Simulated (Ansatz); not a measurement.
System: Bi (within 0.1 Å of Pm-3m, No. 221, 2 atoms in the cell; start mp-23157; another form than the element's usual one). Method: r²SCAN (Ansatz, a program for electronic structure, PAW).

Numerical settings: plane-wave cutoff 560 eV, 12×12×18 k mesh (along the axes of the cell as run), Fermi–Dirac smearing 0.05 eV, scalar-relativistic PAW data made under PBE.

Cell (relaxed at this level):

```xyz
2
Lattice="3.1961 -3.2540 0.6097 3.1961 3.2540 0.6097 -0.6104 0.0000 3.1943" Properties=species:S:1:pos:R:3 pbc="T T T"
Bi     1.5981     0.0000     0.3046
Bi     4.1837     0.0000     4.1090
```

**Question.** Estimate the bulk modulus B0 that the calculation returns.

**Answer.** 
- bulk modulus B0: 51.1 GPa

The run finds no gap.

Note: the bulk modulus is −V dP/dV from two relaxed cells at ±2 % in volume.

Spin–orbit coupling is not included; it can shift volumes and moduli of such heavy elements.

The computed numbers hold no vibrational or temperature effects.

A start named mp-… is a Materials Project structure, which need not be a measured phase.
